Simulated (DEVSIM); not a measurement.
Device: illuminated GaAs p-on-n cell, one wavelength, at 250 K.

```
layer (left to right)  material  thickness (μm)  Nd (cm⁻³)  Na (cm⁻³)   τn (s)   τp (s)  absorption coefficient (cm⁻¹)
---------------------  --------  --------------  ---------  ---------  -------  -------  -----------------------------
1                          GaAs           0.150          -       9e17  3.3e-11  6.2e-10                          10000
2                          GaAs            2.70     2.9e16          -   2.2e-9   2.2e-9                          10000
```

Left contact: ohmic, minority electron recombination velocity 4000 cm/s. Right contact: ohmic, minority hole recombination velocity 10 cm/s. Voltage is applied to the left contact. Recombination: SRH at mid-gap, radiative, Auger. Light enters at the left, 1.7e18 photons cm⁻² s⁻¹, one pass, no reflection. Mobility is constant in doping.

This is a model device: material constants are rounded textbook-type values typed into the input, and sizes, dopings and lifetimes were drawn at random. Values at 300 K; Nc and Nv go as T^1.5, mobilities as T to minus their exponent, the gap by Varshni's rule with the affinity fixed.

| parameter | GaAs |
|---|---|
| gap (eV) | 1.424 |
| affinity (eV) | 4.07 |
| permittivity | 12.9 |
| Nc (cm⁻³) | 4.7e17 |
| Nv (cm⁻³) | 9e18 |
| μn (cm²/Vs) | 8500 |
| μp (cm²/Vs) | 400 |
| T exponent of μn | 2.1 |
| T exponent of μp | 2.2 |
| B (cm³/s) | 2e-10 |
| Cn (cm⁶/s) | 1e-30 |
| Cp (cm⁶/s) | 1e-30 |
| Varshni α (eV/K) | 0.000541 |
| Varshni β (K) | 204 |

DEVSIM, 1D drift-diffusion, Boltzmann statistics, complete ionisation; no tunnelling, impact ionisation, image-force lowering or self-heating.

Problem. Tabulate band edges, carrier densities and field at zero bias, in the dark.

Solution. Energies count from the Fermi level of the right contact; mesh points crowd at the junctions.

```json
[
 {"x (μm)": "0.000", "Ec (eV)": "1.402", "Ev (eV)": "-0.044", "n (cm⁻³)": "< 1e2", "p (cm⁻³)": "9.0e17", "field (V/cm)": "≈ 0"},
 {"x (μm)": "0.01401", "Ec (eV)": "1.402", "Ev (eV)": "-0.044", "n (cm⁻³)": "< 1e2", "p (cm⁻³)": "9.0e17", "field (V/cm)": "≈ 0"},
 {"x (μm)": "0.03541", "Ec (eV)": "1.402", "Ev (eV)": "-0.044", "n (cm⁻³)": "< 1e2", "p (cm⁻³)": "9.0e17", "field (V/cm)": "≈ 0"},
 {"x (μm)": "0.06321", "Ec (eV)": "1.402", "Ev (eV)": "-0.044", "n (cm⁻³)": "< 1e2", "p (cm⁻³)": "9.0e17", "field (V/cm)": "≈ 0"},
 {"x (μm)": "0.1061", "Ec (eV)": "1.402", "Ev (eV)": "-0.044", "n (cm⁻³)": "< 1e2", "p (cm⁻³)": "9.0e17", "field (V/cm)": "≈ 0"},
 {"x (μm)": "0.1285", "Ec (eV)": "1.402", "Ev (eV)": "-0.044", "n (cm⁻³)": "< 1e2", "p (cm⁻³)": "8.8e17", "field (V/cm)": "-1400"},
 {"x (μm)": "0.1457", "Ec (eV)": "1.374", "Ev (eV)": "-0.072", "n (cm⁻³)": "< 1e2", "p (cm⁻³)": "2.4e17", "field (V/cm)": "-57000"},
 {"x (μm)": "0.1636", "Ec (eV)": "1.206", "Ev (eV)": "-0.240", "n (cm⁻³)": "< 1e2", "p (cm⁻³)": "9.8e13", "field (V/cm)": "-96000"},
 {"x (μm)": "0.1895", "Ec (eV)": "0.970", "Ev (eV)": "-0.476", "n (cm⁻³)": "< 1e2", "p (cm⁻³)": "1.7e9", "field (V/cm)": "-85000"},
 {"x (μm)": "0.2291", "Ec (eV)": "0.665", "Ev (eV)": "-0.781", "n (cm⁻³)": "14000", "p (cm⁻³)": "1200", "field (V/cm)": "-69000"},
 {"x (μm)": "0.2998", "Ec (eV)": "0.277", "Ev (eV)": "-1.169", "n (cm⁻³)": "9.5e11", "p (cm⁻³)": "< 1e2", "field (V/cm)": "-40000"},
 {"x (μm)": "0.4565", "Ec (eV)": "0.055", "Ev (eV)": "-1.391", "n (cm⁻³)": "2.7e16", "p (cm⁻³)": "< 1e2", "field (V/cm)": "-530"},
 {"x (μm)": "0.6828", "Ec (eV)": "0.054", "Ev (eV)": "-1.392", "n (cm⁻³)": "2.9e16", "p (cm⁻³)": "< 1e2", "field (V/cm)": "≈ 0"},
 {"x (μm)": "1.027", "Ec (eV)": "0.054", "Ev (eV)": "-1.392", "n (cm⁻³)": "2.9e16", "p (cm⁻³)": "< 1e2", "field (V/cm)": "≈ 0"},
 {"x (μm)": "1.794", "Ec (eV)": "0.054", "Ev (eV)": "-1.392", "n (cm⁻³)": "2.9e16", "p (cm⁻³)": "< 1e2", "field (V/cm)": "≈ 0"},
 {"x (μm)": "2.206", "Ec (eV)": "0.054", "Ev (eV)": "-1.392", "n (cm⁻³)": "2.9e16", "p (cm⁻³)": "< 1e2", "field (V/cm)": "≈ 0"},
 {"x (μm)": "2.478", "Ec (eV)": "0.054", "Ev (eV)": "-1.392", "n (cm⁻³)": "2.9e16", "p (cm⁻³)": "< 1e2", "field (V/cm)": "≈ 0"},
 {"x (μm)": "2.629", "Ec (eV)": "0.054", "Ev (eV)": "-1.392", "n (cm⁻³)": "2.9e16", "p (cm⁻³)": "< 1e2", "field (V/cm)": "≈ 0"},
 {"x (μm)": "2.750", "Ec (eV)": "0.054", "Ev (eV)": "-1.392", "n (cm⁻³)": "2.9e16", "p (cm⁻³)": "< 1e2", "field (V/cm)": "≈ 0"},
 {"x (μm)": "2.798", "Ec (eV)": "0.054", "Ev (eV)": "-1.392", "n (cm⁻³)": "2.9e16", "p (cm⁻³)": "< 1e2", "field (V/cm)": "≈ 0"},
 {"x (μm)": "2.827", "Ec (eV)": "0.054", "Ev (eV)": "-1.392", "n (cm⁻³)": "2.9e16", "p (cm⁻³)": "< 1e2", "field (V/cm)": "≈ 0"},
 {"x (μm)": "2.850", "Ec (eV)": "0.054", "Ev (eV)": "-1.392", "n (cm⁻³)": "2.9e16", "p (cm⁻³)": "< 1e2", "field (V/cm)": "≈ 0"}
]
```
